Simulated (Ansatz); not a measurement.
**SiCO4 (model structure, I-4, No. 82, 6 atoms in the cell)**

These are LDA (plane waves, PAW; Ansatz, a quantum-chemistry and plane-wave program) values and carry that method's errors.

Settings: plane-wave cutoff 520 eV, 12×12×12 k mesh, Fermi–Dirac smearing 0.01 eV, scalar-relativistic PAW data made under PBE.

Cell (relaxed at this level):

```
CELL_PARAMETERS angstrom
     -2.16064     2.16064     3.25078
      2.16064    -2.16064     3.25078
      2.16064     2.16064    -3.25078
ATOMIC_POSITIONS crystal
  Si 0.00000 0.00000 0.00000
  C  0.75000 0.25000 0.50000
  O  0.41387 0.27947 0.43021
  O  0.84927 0.98366 0.56979
  O  0.72053 0.15073 0.13439
  O  0.01634 0.58613 0.86561
```

```yaml
band_gap: 7.12 eV (on the SCF k mesh)
bulk_modulus: 64.2 GPa
```

Note: the bulk modulus is −V dP/dV from two relaxed cells at ±2 % in volume; the relaxation could raise the start's symmetry but not lower it, so the cell can be a saddle point.

Static lattice: no zero-point or thermal effects.

Computing time: about 7 core-minutes (a rough figure).

A model structure was made by putting elements into a prototype or built by hand; it is no filed structure, need not be a known phase, and can be a saddle point held by its symmetry.
